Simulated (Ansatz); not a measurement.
Base system: CdSe in the zinc blende structure (space group F-43m, No. 216).

```
CELL_PARAMETERS angstrom
      0.00000     3.06658     3.06658
      3.06658     0.00000     3.06658
      3.06658     3.06658     0.00000
ATOMIC_POSITIONS crystal
  Cd 0.00000 0.00000 0.00000
  Se 0.25000 0.25000 0.25000
```

Cartesian axes are those of the cell as printed.

Level of theory: Ansatz (a quantum-chemistry and plane-wave program) r2SCAN, no spin-orbit coupling.

Base values:

The valence-band top at Γ is 0.00, 0.00, 0.00 eV, the pressure comes out as 0.01 GPa and the band gap is 1.04 eV.

Perturbation: the cell is compressed by 0.50 % along z with no lateral relaxation; the atoms relax in the strained cell.

Task: How does this affect the valence-band top at Γ?

Result: The valence-band top at Γ (three highest levels, from the VBM) changes from 0.00, 0.00, 0.00 eV to 0.00, -0.02, -0.02 eV.

Task: Predict the new pressure.

Result: The pressure (mean of the normal stresses, compression positive) goes up by 0.26 GPa, from 0.01 GPa to 0.27 GPa.

Task: What happens to the band gap?

Result: The band gap is still 1.04 eV.

Whether these cells are dynamically stable was not tested.
